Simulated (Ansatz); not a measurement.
Start from PbSe in the rock salt structure (space group Fm-3m, No. 225; a = 6.2177 Å).

(Cell as relaxed with PBE.)

Levels (all Ansatz, a quantum-chemistry and plane-wave program, PAW, earlier PAW set): PBE (420 eV, no spin-orbit coupling); r2SCAN (500 eV, without spin-orbit coupling).

Each level relaxes its own structure.

```
base                      PBE    r2SCAN
-------------------  --------  --------
volume per atom      30.05 Å³  29.47 Å³
lattice parameter a   6.218 Å   6.178 Å
band gap              0.44 eV   0.67 eV
```

Modification: every Pb is replaced by Pt; the structure is relaxed again.

| quantity | PBE | r2SCAN |
|---|---|---|
| lattice parameter a | 5.290 Å | 5.250 Å |
| band gap | zero | zero |

PBE's lattice parameter a lies 0.0407 Å above r2SCAN's (0.8 %); the two agree on the band gap. Neither level is exact; r2SCAN is the comparison here, not a measurement.

With Pb present, leaving out spin-orbit coupling can change the band edges. Whether these cells are dynamically stable was not tested. As relaxed here, PtSe is a hypothetical phase, not in the database extracts checked. The final runs are not spin-polarised.
